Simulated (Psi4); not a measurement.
Psi4 1.11, B3LYP/def2-svp: C[SiH](C)O[SiH2]O[SiH2]F, 19 atoms. The geometry is a generated start, not checked to be a minimum at this level.

| Property | Result |
|---|---|
| task | energy |
| method | b3lyp |
| basis | def2-svp |
| memory | 3 GB |
| maxiter | 100 |
| keys of the molecule block | symmetry c1 |
| scf_type | df (default) |
| guess | auto, which took SAD (default) |
| scf_initial_accelerator | adiis (default) |
| e_convergence | 1e-06 (default) |
| d_convergence | 1e-06 (default) |
| dft_radial_points | 75 (default) |
| dft_spherical_points | 302 (default) |
| basis functions | 179 |
| grid points | 403090 |

```xyz
19

Si     2.9199    -1.2668    -0.7605
F      3.6363    -2.0499     0.4453
O      2.3213     0.0963    -0.1768
Si     1.5494     1.1775     0.7578
O      0.0070     0.7631     0.9350
Si    -1.5038     0.1907     0.7045
C     -2.5375     1.5622    -0.1089
C     -1.4535    -1.3636    -0.3857
H      3.9671    -0.9048    -1.6946
H      1.8610    -2.1462    -1.2154
H      1.6326     2.4214     0.0045
H      2.1385     1.1438     2.0868
H     -1.9603    -0.1081     2.0669
H     -2.4452     2.4951     0.4399
H     -2.2208     1.7532    -1.1313
H     -3.5905     1.2999    -0.1354
H     -0.7469    -2.0889     0.0075
H     -2.4251    -1.8453    -0.4365
H     -1.1494    -1.1297    -1.4031
```

One run each on 2 threads. Values of diis_max_vecs tried: 3, 6, 10 (default), 20.

Which value of diis_max_vecs needs the fewest SCF iterations, and what happens away from it?

Fewest SCF iterations, within one of each other: 6 with 10, 10 (default) with 9, 20 with 9. The count rises to 14 at 3. All converge to one solution.

```
diis_max_vecs  SCF iterations            end
-------------  --------------  -------------
3                          14  same solution
6                          10  same solution
10 (default)                9  same solution
20                          9  same solution
```
